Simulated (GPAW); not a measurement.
A self-consistent single point of a sheet of MgI₂ (3 atoms in the cell) with GPAW.

Level of theory: PBEsol, GPAW PAW datasets PBEsol (made by gpaw-setup) (plane waves; GPAW).

```yaml
crystal:
  lattice:
    - [4.20082, 0.00000, 0.00000]
    - [-2.10041, 3.63802, 0.00000]
    - [0.00000, 0.00000, 17.33512]
  atoms:
    - { symbol: Mg, position: [0.00000, 0.00000, 0.50000] }
    - { symbol: I, position: [0.33333, 0.66667, 0.59620] }
    - { symbol: I, position: [0.66667, 0.33333, 0.40381] }
```

Reference input (self-consistent single point, DFT PBE, plane waves, GPAW PAW datasets PBE (gpaw-data 1.0.1)): mode = pw; ecut = 850 eV; xc = PBE; kpts = 9 9 1; mesh shift (steps) = 0 0 0; occupations.name = methfessel-paxton; occupations.width = 0.136 eV; occupations.order = 0; nbands = -7; symmetry.symmorphic = false; symmetry.tolerance = 0.0005; maxiter = 150. This run's input differs from it in these lines:

```diff
@@ -14,6 +14,7 @@
 calc = GPAW(mode=PW(850),
-            xc='PBE',
+            xc='PBEsol',
             kpts=(9, 9, 1),
             occupations={'name': 'methfessel-paxton', 'width': 0.136, 'order': 0},
-            nbands=-7,
+            nbands=-4,
+            convergence={'bands': -2},
             symmetry={'symmorphic': False, 'tolerance': 0.0005},
```

Its files differ too (potentials: GPAW PAW datasets PBEsol (made by gpaw-setup)).

The program printed (abridged):

```
     iter     time        total  log10-change:
                         energy   eigst   dens
iter:   1 --:--:--    -8.558711   +0.24
iter:   2 --:--:--    -8.555032   -0.36  -1.37
iter:   3 --:--:--    -8.470487   -0.71  -1.40
iter:   4 --:--:--    -8.480109   -1.04  -1.62
iter:   5 --:--:--    -8.487355   -1.00  -1.74
iter:   6 --:--:--    -8.471424   -1.52  -1.96
iter:   7 --:--:--    -8.469165   -2.01  -2.29
iter:   8 --:--:--    -8.468770c  -2.33  -2.71
iter:   9 --:--:--    -8.468797c  -2.66  -3.05
iter:  10 --:--:--    -8.468819c  -2.95  -3.20
iter:  11 --:--:--    -8.468846c  -3.16  -3.35
   [... lines left out ...]
iter:  16 --:--:--    -8.468868c  -4.30  -3.86
iter:  17 --:--:--    -8.468870c  -4.57  -3.88
iter:  18 --:--:--    -8.468870c  -4.79  -4.55c
iter:  19 --:--:--    -8.468871c  -4.98  -4.68c
iter:  20 --:--:--    -8.468871c  -5.16  -4.87c
iter:  21 --:--:--    -8.468871c  -5.32  -4.93c
iter:  22 --:--:--    -8.468871c  -5.50  -5.23c
   [... 6 lines left out ...]
iter:  29 --:--:--    -8.468871c  -6.84  -5.41c
iter:  30 --:--:--    -8.468871c  -7.03  -5.47c
iter:  31 --:--:--    -8.468871c  -7.23  -6.15c
iter:  32 --:--:--    -8.468871c  -7.40  -6.20c
iter:  33 --:--:--    -8.468871c  -7.56c -6.26c
Converged after 33 iterations.

Dipole moment: (0.000000, -0.000000, -0.000000) |e|*Ang

Energy contributions relative to reference atoms: (reference = -392357.685898)

Kinetic:         +8.575669
Potential:       -8.043275
External:        +0.000000
XC:              -8.932667
Entropy (-ST):   -0.000000
Local:           -0.068598
SIC:             +0.000000
--------------------------
Free energy:     -8.468871
Extrapolated:    -8.468871

Showing only first 2 kpts
 Kpt  Band  Eigenvalues  Occupancy
  0    10     -3.14094    2.00000
  0    11     -3.14093    2.00000
  0    12      0.83126    0.00000
  0    13      1.66836    0.00000

  1    10     -3.49844    2.00000
  1    11     -3.16632    2.00000
  1    12      1.24107    0.00000
  1    13      2.12894    0.00000

Fermi level: -1.26905

Gap: 3.697 eV
Transition (v -> c):
   [... lines left out ...]
Direct gap: 3.972 eV
Transition at: (s=0, k=0, n=11, [0.00, 0.00, 0.00])
Energy (eV): -8.468871

Forces in eV/Ang:
  0 Mg    0.00000   -0.00000    0.00000
  1 I    -0.00000   -0.00000   -0.11383
  2 I    -0.00000    0.00000    0.11383

Stress tensor:
     0.002835     0.000000     0.000000
     0.000000     0.002835     0.000000
     0.000000     0.000000     0.001436
Stress (GPa, Voigt): [0.4542 0.4542 0.2301 0.     0.     0.    ]
```

The run converged in 33 iterations. GPAW prints stress with tension positive. Against the reference run the largest force goes from 0.037 to 0.114 eV/Å.

The starting cell was generated: these elements placed on a structure prototype, without a prior relaxation; it need not be a known phase or ordering of this composition. Its lattice was rescaled in the plane by a random factor within 2.5 % of one. Spin-orbit coupling is off.

Cost on one core of a shared machine: roughly 2 min.
